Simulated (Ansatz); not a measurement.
How a calculation on CuZn (Pm-3m, 2 atoms in the cell) responds to its settings

```yaml
crystal:
  lattice:
    - [2.93141, 0.00000, 0.00000]
    - [0.00000, 2.93141, 0.00000]
    - [0.00000, 0.00000, 2.93141]
  atoms:
    - { symbol: Zn, position: [0.50000, 0.50000, 0.50000] }
    - { symbol: Cu, position: [0.00000, 0.00000, 0.00000] }
```

Base run A: PBE, PAW files run with Ansatz (a quantum-chemistry and plane-wave program), self-consistent single point.

Its settings: kpoints.mp_grid.grid = 9 9 9; hamiltonian.xc = pbe; hamiltonian.pseudopotentials = {kind: paw} (the program's default PAW files); scf.occupations.method = methfessel_paxton; scf.occupations.width = 0.01 Ry.

The starting cell has typed, rounded lattice constants, without a prior relaxation at this level. Its lattice was rescaled by a random factor within 2.5 % of one. Spin polarisation is off. In the base run, with a pressure of about 4 GPa the cell is away from its equilibrium volume at this level. Ansatz's pressure includes its estimate of the finite-basis (Pulay) stress.

Absolute energies have different zeros for different potentials, functionals, Hubbard and dispersion terms and are not compared across them.

Runs:
- B: hamiltonian.xc: pbe → lda [LDA (PW92)]
- C: hamiltonian.xc: pbe → pbesol [PBEsol]
- D: hamiltonian.xc: pbe → rpbe [RPBE]
- E: hamiltonian.xc: pbe → revpbe [revPBE]
- F: hamiltonian.xc: pbe → blyp [BLYP]
- G: hamiltonian.xc: pbe → r2scan [r2SCAN]

Question: What does run E change against A?

Answer: The pressure goes from 4.26 to 7.41 GPa.

Question: What does run G change against A?

Answer: The pressure goes from 4.26 to -1.36 GPa.

```json
[
 {"run": "A", "pressure (GPa)": "4.26"},
 {"run": "B", "pressure (GPa)": "-8.20"},
 {"run": "C", "pressure (GPa)": "-2.91"},
 {"run": "D", "pressure (GPa)": "8.61"},
 {"run": "E", "pressure (GPa)": "7.41"},
 {"run": "F", "pressure (GPa)": "11.68"},
 {"run": "G", "pressure (GPa)": "-1.36"}
]
```

Keys are those of Ansatz 0.2.
